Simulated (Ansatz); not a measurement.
Reference: YPt$_{3}$ (Pm-3m), PBEsol, DFPT electron-phonon coupling, linearised Boltzmann equation (plane waves, PAW, scalar-relativistic; Ansatz, an electronic-structure program); geometry: relaxed with this functional, without spin-orbit coupling.

Space group Pm-3m (No. 221); a = 4.064 Å, b = 4.064 Å, c = 4.064 Å, α = 90.00°, β = 90.00°, γ = 90.00°

| atom | site | symmetry | x | y | z |
|---|---|---|---|---|---|
| Y | 1a | m-3m | 0.0000 | 0.0000 | 0.0000 |
| Pt | 3c | 4/mm.m | 0.0000 | 0.5000 | 0.5000 |

| Quantity | Value |
|---|---|
| resistivity at 300 K | 13.4 μΩ·cm |

Problem. Replace Y by Lu on the same sites and relax. What happens?

Solution. LuPt3 (Pm-3m): volume per atom 16.8 to 16.3 Å³; resistivity at 300 K stays about the same (13.4 μΩ·cm to 13.6 μΩ·cm).

Problem. Replace Y by Cd on the same sites and relax. What happens?

Solution. Pt$_{3}$Cd (Pm-3m): volume per atom 16.8 to 15.7 Å³; resistivity at 300 K falls (13.4 μΩ·cm to 11.0 μΩ·cm).

Problem. Swap Pt for Al, keeping the structure type. How do these values move?

Solution. YAl3 (Pm-3m): volume per atom 16.8 to 18.8 Å³; resistivity at 300 K falls (13.4 μΩ·cm to 8.3 μΩ·cm).

Moves up to 13 % count as about the same. Metals; harmonic phonons alone scatter; means over directions. Halving the electron mesh moves these values by up to 9 %; q meshes are mostly untested. Some of the runs warned that the eigensolver left states short of its tolerance. Spin-orbit coupling is left out.

Formula and space group known from diffraction (Crystallography Open Database), not checked to be the room-temperature form: LuPt3 (Pm-3m), YPt3 (Pm-3m). Computed structure with no diffraction record at hand here (it may be known, metastable or hypothetical): Pt3Cd (Pm-3m), YAl3 (Pm-3m). The missing spin-orbit coupling matters most for LuPt3 (Pm-3m), Pt3Cd (Pm-3m), YPt3 (Pm-3m).
